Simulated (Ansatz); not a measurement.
**Point defects in W**

Take an 8-atom supercell of W in the bcc (W type) structure (space group Im-3m, No. 229; a = 3.184 Å) at its relaxed geometry as the base.

One neutral defect a cell, atoms relaxed at fixed cell.

All numbers come from PBE in Ansatz (plane waves to 420 eV, PAW, without spin-orbit coupling).

```tsv
change	largest displacement of a host atom from its site in the perfect cell	pressure
perfect supercell	–	-0.2 GPa
Ir on a W site	0.07 Å	-2.0 GPa
Li interstitial (started 1.59 Å from the nearest host atom)	…	…
I on a W site	0.07 Å	11.3 GPa
```

**Question.** Complete the table.

**Answer.** 
- Li interstitial (started 1.59 Å from the nearest host atom), largest displacement of a host atom from its site in the perfect cell: 0.36 Å
- Li interstitial (started 1.59 Å from the nearest host atom), pressure: 24.9 GPa

The cell is small, so the values are those of an ordered compound at a high defect concentration; dilute-limit values will differ. The final runs are not spin-polarised.

Ansatz is a first-principles code.
